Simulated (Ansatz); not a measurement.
Pressure series in CdTe

The parent structure is CdTe in the zinc blende structure (space group F-43m, No. 216).

Space group F-43m (No. 216); a = 6.558 Å, b = 6.558 Å, c = 6.558 Å, α = 90.00°, β = 90.00°, γ = 90.00°

```
atom  site  symmetry       x       y       z
----  ----  --------  ------  ------  ------
Te      4c      -43m  0.2500  0.2500  0.2500
Cd      4a      -43m  0.0000  0.0000  0.0000
```
(The calculation used a cell of 2 atoms; values per cell refer to that cell.)

Cell and atoms are relaxed at each pressure.

Level of theory: r2SCAN, PAW, 500 eV (Ansatz, a program for electronic structure; scalar-relativistic without spin-orbit coupling), earlier PAW set.

Candidates:
(a) pressure 22.5 GPa
(b) pressure −2 GPa
(c) pressure 4.5 GPa

Before the change:

- Band gap = 1.16 eV

Q: Order them by band gap, highest first.

A: (a) pressure 22.5 GPa (2.09 eV), (c) pressure 4.5 GPa (1.45 eV), (b) pressure −2 GPa (0.98 eV)

Spin-orbit coupling, missing from the scalar runs, can matter with Te. Load acts through the strain it causes; cell and atoms are relaxed under it. Stability against distortions was not tested. Measured, CdTe leaves this structure (for cinnabar) near 3.53 GPa (temperature not stated; as listed in Datta, Sujoy, Jana, Debnarayan, arXiv (2020)), on rising pressure, with hysteresis.
